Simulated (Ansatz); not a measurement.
The reference is La (space group P6_3/mmc, No. 194; a = 3.770 Å, c = 12.081 Å).

Perturbation: a hydrostatic pressure of 7.5 GPa.

Levels (all Ansatz, a quantum-chemistry and plane-wave program, PAW): PBE (420 eV, no SOC); r2SCAN (500 eV, scalar-relativistic without spin-orbit coupling).

The geometry is relaxed with PBE.

| Item | Result |
|---|---|
| PBE pressure | 7.5 GPa |

Question: What does r2SCAN give at this geometry for the pressure?

Answer: The pressure drops by 0.5 GPa, from 7.5 GPa to 7.0 GPa.

Single points use the geometry relaxed with PBE. Their cutoffs differ, which shifts pressures a little. Load acts through the strain it causes; cell and atoms are relaxed under it. Whether these cells are dynamically stable was not tested. No other phases were tried under pressure.
